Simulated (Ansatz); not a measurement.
An Ansatz (a program for electronic structure) run: TiSi2 with a change (Si → Ni); Ansatz, r2SCAN, PAW, cutoff 500 eV, no spin-orbit coupling.

Input:

Ansatz 0.2 input:
```yaml
crystal:
  lattice:
    - [0, 3.791265047, 4.2245431937]
    - [2.2709065702, 0, 4.2245431937]
    - [2.2709065702, 3.791265047, 0]
  atoms:
    - { symbol: Ni, position: [0.6652123582, 0.3347876418, 0.6652123582] }
    - { symbol: Ni, position: [0.3347876418, 0.6652123582, 0.3347876418] }
    - { symbol: Ni, position: [0.5847876418, 0.9152123582, 0.5847876418] }
    - { symbol: Ni, position: [0.9152123582, 0.5847876418, 0.9152123582] }
    - { symbol: Ti, position: [0, 0, 0] }
    - { symbol: Ti, position: [0.25, 0.25, 0.25] }
basis: { ecutwfc: 500, ecutrho_ratio: 4, xc_grid: 4, fft_grid_basis: typed }
kpoints: { mp_grid: { grid: [12, 12, 12] } }
hamiltonian:
  xc: r2scan
  dispersion: none
  pseudopotentials: { kind: paw }
scf: { occupations: { method: fermi_dirac, width: 0.05 }, convergence: { dr2_threshold: 0.0000000006 } }
output: { forces: true, stress: true }
checkpoint: { write: state.ck, write_every: 1000 }
```

Output (explanatory and most iteration lines left out):

```
Pseudopotential: Ni, paw, valence charge 18
Pseudopotential: Ti, paw, valence charge 12
Crystal: 6 atoms, lattice volume = 72.743 Å³
Basis set: ecut = 500 eV, 1827 PW (Γ), exchange–correlation on 180×144×144 points (64 copies of the dense FFT grid, shifted against one another)
Bands: 58, of which v1, the nominal top of the filled ones, is band 48 counted from 1 (47 counted from 0)
Symmetry: 8 space group operations
Space group: Fddd (ITA 70), of the structure as read, at distance tolerance 4.2e-5 Å
k-points: 280 of 1728
Functional: x = r2scan, c = r2scan; τ floored in thin density (d = 2e-4 eV/Å³)
SCF iter   1: F=—  HF=-28392.403047 eV  |F-HF|=—  |Δ(HF+E_count)|=         —  Δρ=6.73e-2  dr2=3.39e0  dr2_τ=2.32e-1  ethr=1.77e-3  ⟨swp⟩=4.5  Hψ=48378  notcnv=0  defer=30
SCF iter   2: F=—  HF=-28392.934549 eV  |F-HF|=—  |Δ(HF+E_count)|=   5.32e-1  Δρ=1.12e-1  dr2=7.30e0  dr2_τ=1.66e-1  ethr=1.77e-3  ⟨swp⟩=3.0  Hψ=29887  notcnv=0  defer=517  recentre
SCF 1 converged in 12 iterations: F = -28392.393519 eV  dr2 = 1.01e-10
SCF converged after 12 iterations
Free energy (F): -28392.393519 eV
Internal energy: -28392.382855 eV  (E = F + TS)
E sigma→0 (E₀):  -28392.388187 eV
Entropy (-TS):   -0.010663 eV (-1.777 meV/atom)
Fermi energy:    17.351929 eV
--- Forces (eV/Å), atoms counted from 1 ---
  atom   1  Ni    -0.00000000     0.00018918     0.00000000
  atom   2  Ni     0.00000000    -0.00018918     0.00000000
  atom   3  Ni    -0.00000000    -0.00018918    -0.00000000
  atom   4  Ni     0.00000000     0.00018918     0.00000000
  atom   5  Ti    -0.00000000     0.00000000     0.00000000
  atom   6  Ti     0.00000000    -0.00000000    -0.00000000
--- Stress (GPa, compression-positive) ---
        0.001432       0.000000       0.000000
        0.000000       0.000377      -0.000000
        0.000000      -0.000000       0.000359
  P = ⅓ Tr σ = 0.0007 GPa (0.007 kbar)
```

No phonon test of stability was made. Starting moments died away, wholly or in part, for Si → Ni; another magnetic solution may exist. The final runs are not spin-polarised. The cell was made from TiSi2 by this change: Si → Ni; the result is a hypothetical phase, not in the database extracts checked.
